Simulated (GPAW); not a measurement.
Band structure of Sr₃SbN (Pm-3m, 5 atoms in the cell).

```xyz
5
Lattice="5.1950 0.0000 0.0000 0.0000 5.1950 0.0000 0.0000 0.0000 5.1950" Properties=species:S:1:pos:R:3 pbc="T T T"
Sr     0.0000     2.5975     2.5975
Sr     2.5975     0.0000     2.5975
Sr     2.5975     2.5975     0.0000
Sb     0.0000     0.0000     0.0000
N      2.5975     2.5975     2.5975
```

Computed with PBEsol, GPAW PAW datasets PBEsol (made by gpaw-setup) (plane waves; GPAW).

Settings: mode = pw; ecut = 900 eV; xc = PBEsol; kpts = 5 5 5; mesh shift (steps) = 0 0 0; occupations.name = fermi-dirac; occupations.width = 0.02 eV; nbands = -4; convergence.density = 1e-05 e/electron; convergence.bands = -2; symmetry.symmorphic = false; symmetry.tolerance = 0.0005; maxiter = 100; bandpath_npoints = 40.

The starting cell comes from a database of computed structures (which also holds hypothetical and non-ambient phases and stackings), without a prior relaxation at this level. Spin-orbit coupling is off.

Task: Predict the gap along the standard path and the places of the band edges.

Result: The gap along the path is 0.28 eV, direct at Γ to within 0.01 eV.

Levels in eV from the top of the valence band on the SCF mesh, bands 22 to 29:
```json
[
 {"point": "Γ", "22": "-0.96", "23": "0.00", "24": "0.00", "25": "0.00", "26": "0.28", "27": "0.28", "28": "0.95", "29": "1.37"},
 {"point": "X", "22": "-1.28", "23": "-1.28", "24": "-0.58", "25": "-0.58", "26": "1.48", "27": "1.98", "28": "1.99", "29": "2.94"},
 {"point": "M", "22": "-1.53", "23": "-1.46", "24": "-1.46", "25": "-0.85", "26": "2.05", "27": "2.89", "28": "2.89", "29": "3.04"},
 {"point": "R", "22": "-2.35", "23": "-1.59", "24": "-1.59", "25": "-1.59", "26": "1.87", "27": "1.87", "28": "1.87", "29": "3.31"}
]
```
